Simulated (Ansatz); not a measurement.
We consider white tin (β-Sn), described by r²SCAN in Ansatz (plane waves, PAW).

Numerical settings: plane-wave cutoff 560 eV, 20×20×20 k mesh, Fermi–Dirac smearing 0.05 eV, scalar-relativistic PAW data made under PBE.

Results at a series of volumes:

```json
[
 {"V (Å³/atom)": "26.487", "E − E_lowest (meV/atom)": "8.09"},
 {"V (Å³/atom)": "27.038", "E − E_lowest (meV/atom)": "1.94"},
 {"V (Å³/atom)": "27.590", "E − E_lowest (meV/atom)": "0.00"},
 {"V (Å³/atom)": "28.142", "E − E_lowest (meV/atom)": "1.80"},
 {"V (Å³/atom)": "28.694", "E − E_lowest (meV/atom)": "6.92"}
]
```

### Question
Fit the third-order Birch–Murnaghan equation and give B0 and B′.

### Answer
V0 = 27.591 Å³/atom, B0 = 54.2 GPa, B′ = 4.8 (fit to the energies at full precision).

Shape and atoms are relaxed at each volume.

Measured, for comparison: bulk modulus 57.0 GPa (temperature not stated, no zero-point or thermal correction; as tabulated in Chen et al. (2023), arXiv:2209.05059). Computed (rounded) less measured: bulk modulus -5 %.

Note: the bulk modulus comes from volumes at which shape and atoms were relaxed.

Spin–orbit coupling is not included.

Static lattice: no zero-point or thermal effects.

Ansatz is a first-principles code.
